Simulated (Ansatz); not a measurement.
## Report: rocksalt MgSe (Fm-3m), hydrostatic pressure

Cell and atoms are relaxed with r2SCAN to each stress (compression positive); bands and masses by r2SCAN with spin-orbit coupling, rigid bands (plane waves, PAW; Ansatz, an electronic-structure program).

```
MgSe
1.0
    0.00000     2.73608     2.73608
    2.73608     0.00000     2.73608
    2.73608     2.73608     0.00000
Mg Se
1 1
Direct
  0.00000   0.00000   0.00000
  0.50000   0.50000   0.50000
```

```json
[
 {"stress (GPa)": "-2.00", "ln(V/V₀) (%)": "3.23", "gap (eV)": "2.289", "mean mₑ*": "0.31"},
 {"stress (GPa)": "0", "ln(V/V₀) (%)": "0", "gap (eV)": "2.344", "mean mₑ*": "0.31"},
 {"stress (GPa)": "2.00", "ln(V/V₀) (%)": "-2.85", "gap (eV)": "2.392", "mean mₑ*": "0.31"},
 {"stress (GPa)": "5.00", "ln(V/V₀) (%)": "-6.60", "gap (eV)": "2.453", "mean mₑ*": "0.31"},
 {"stress (GPa)": "10.00", "ln(V/V₀) (%)": "-11.87", "gap (eV)": "2.541", "mean mₑ*": "0.31"}
]
```

 Masses are conductivity masses at 300 K in electron masses, harmonic means over x, y and z.

Question: Estimate the bulk modulus from the two loads next to zero.

Answer: B ≈ −Δp/Δln V = 4.00 GPa/6.08 % = 66 GPa (r2SCAN), a mean over this interval.

Question: How fast does the gap move on either side of zero load?

Answer: Under tension, (2.289 − 2.344) eV over -2.00 GPa = 27 meV/GPa, or about -1.7 eV per unit ln V; under compression, (2.392 − 2.344) eV over 2.00 GPa = 24 meV/GPa, or about -1.7 eV per unit ln V. The two slopes part by 3 meV/GPa; gaps are resolved to about 0.01 eV, which allows 10 meV/GPa, so these rows don't tell them apart.

Masses are those of dilute carriers in rigid bands with one relaxation time, without polarons. Third decimals of gaps are kept for the arithmetic. Every relaxation keeps the rocksalt phase (space group Fm-3m under this load), so a transition, a distortion that breaks the symmetry or fracture can't show.
